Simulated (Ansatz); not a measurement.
The starting structures come from a database of crystals and need not be the phases stable at ambient conditions.

Input:

```yaml
crystal:
  lattice:
    - [5.99477, 0.00000, 0.00000]
    - [0.00000, 5.99477, 0.00000]
    - [2.99738, -2.99738, 4.15583]
  atoms:
    - { symbol: Ge, position: [0.37500, 0.87500, 0.25000] }
    - { symbol: Ge, position: [0.87500, 0.37500, 0.75000] }
    - { symbol: Ge, position: [0.37500, 0.37500, 0.25000] }
    - { symbol: Ge, position: [0.37500, 0.37500, 0.75000] }
    - { symbol: Ge, position: [0.00000, 0.00000, 0.00000] }
    - { symbol: Ge, position: [0.75000, 0.75000, 0.50000] }
    - { symbol: N, position: [0.61684, 0.61684, 0.23368] }
    - { symbol: N, position: [0.13316, 0.60052, 0.73368] }
    - { symbol: N, position: [0.14948, 0.61684, 0.23368] }
    - { symbol: N, position: [0.13316, 0.13316, 0.73368] }
    - { symbol: N, position: [0.61684, 0.61684, 0.76632] }
    - { symbol: N, position: [0.60052, 0.13316, 0.26632] }
    - { symbol: N, position: [0.61684, 0.14948, 0.76632] }
    - { symbol: N, position: [0.13316, 0.13316, 0.26632] }
```

Space group of this cell: I4_1/amd. The cell is strained (lengths across the current scaled by 1.02, ions clamped); by PBEsol its mean pressure is -13.8 GPa.

Transport runs along the normal of the first two printed cell vectors, the (001) (indices of the unstrained crystal) plane of the conventional cell.

The gap is the functional's own, uncorrected, and κ follows it; spin-orbit coupling is left out. Mid-gap values are interpolated between the computed energies.

Give the band gap and the smallest decay constant κ at mid-gap that PBEsol in Ansatz (an electronic-structure program) yields.

Gap 1.38 eV on a 8×8×8 mesh; κ = 0.134 1/Å, at the zone centre.
